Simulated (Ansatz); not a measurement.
Start from CdS in the zinc blende structure (space group F-43m, No. 216; a = 5.8778 Å).

Calculations: r2SCAN (Ansatz, a program for electronic structure), no spin-orbit coupling.

Carriers are added at fixed cell with a uniform background; the Fermi–Dirac width is that of 300 K.

One change was made to it. Results:

```json
[
 {"quantity": "gap between the host's bands", "base": "1.54 eV", "after": "1.59 eV"},
 {"quantity": "Fermi level relative to the doped band's edge (positive inside the band; to 0.05 eV)", "base": "–", "after": "+0.15 eV"},
 {"quantity": "gap character", "base": "direct at Γ", "after": "direct at Γ"}
]
```

Name the change that was made.
A) holes 1.0×10^21 cm⁻³
B) electrons 1.0×10^21 cm⁻³
C) electrons 5.0×10^20 cm⁻³
D) holes 1.0×10^22 cm⁻³

A, holes 1.0×10^21 cm⁻³. For comparison, the Fermi level from band edge in the other runs: holes 1.0×10^22 cm⁻³ gives +0.60 eV; electrons 1.0×10^21 cm⁻³ gives +1.20 eV; electrons 5.0×10^20 cm⁻³ gives +0.90 eV.

Carriers are added with a uniform compensating background; total energy and stress of such cells depend on the potential's zero and are not compared; many-body gap narrowing is missing at this level. Gaps are read on the SCF mesh and a high-symmetry path. Stability against distortions was not tested.
